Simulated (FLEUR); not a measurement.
# Converging the k-point mesh: Ba (Im-3m, 1 atom in the cell)

```
Ba
1.0
   -2.49745     2.49745     2.49745
    2.49745    -2.49745     2.49745
    2.49745     2.49745    -2.49745
Ba
1
Direct
  0.00000   0.00000   0.00000
```

Method of the run: FLEUR with PBE, all-electron FLAPW (FLEUR), scalar-relativistic valence.

Base settings: Kmax = 3.8 1/bohr; GmaxXC = 11.4 1/bohr; xcFunctional = pbe; jspins = 1; l_soc = F; mode = hist; fermiSmearingEnergy = 0.00367493 Htr; mesh (inpgen div1-3) = 4 4 4; inpgen gamma flag = true; Gmax = 11.4 1/bohr.

Moved along: kpt_gamma.

The second cell is the first with its lattice scaled by 0.98.

Only quantities that move along the ladder and can be compared are tabulated.

The starting cell has typed, rounded lattice constants, without a prior relaxation at this level. Its lattice was rescaled by up to half a per cent. Values depend on the basis (sphere radii, cutoffs, local orbitals), which need not be converged.

Steps (kpt_div): 2 2 2; 3 3 3; 4 4 4; 5 5 5; 6 6 6; 7 7 7; 8 8 8; 9 9 9; 10 10 10; 11 11 11; 12 12 12; 13 13 13; 16 16 16; 18 18 18; 22 22 22; 27 27 27.

What is the coarsest kpt_div that holds the energy of the compressed cell less the first within 0.2 meV/atom of the last step, with all finer ones?

9 9 9; the step before is off by 0.38 meV/atom.

What is the coarsest kpt_div that holds the free energy within 5 meV/atom of the last step, with all finer ones?

6 6 6; the step before is off by 5.8 meV/atom.

| kpt_div | free energy less the last step's (meV/atom) | energy of the compressed cell less the first (meV/atom) |
|---|---|---|
| 2 2 2 | -655.61 | -95.83 |
| 3 3 3 | 66.62 | -5.58 |
| 4 4 4 | 10.00 | 17.06 |
| 5 5 5 | -5.78 | 7.62 |
| 6 6 6 | 3.12 | 11.24 |
| 7 7 7 | 1.43 | 10.66 |
| 8 8 8 | -1.64 | 9.79 |
| 9 9 9 | 0.34 | 10.19 |
| 10 10 10 | 0.19 | 10.21 |
| 11 11 11 | -0.15 | 10.22 |
| 12 12 12 | 0.02 | 10.09 |
| 13 13 13 | 0.01 | 10.22 |
| 16 16 16 | 0.01 | 10.17 |
| 18 18 18 | -0.01 | 10.17 |
| 22 22 22 | 0.00 | 10.17 |
| 27 27 27 | 0.00 | 10.17 |

The energy difference between the two cells stays within 1 meV/atom of the last step's from 7 7 7 on, the total only from 9 9 9 on: much of the error is common to both cells and cancels.
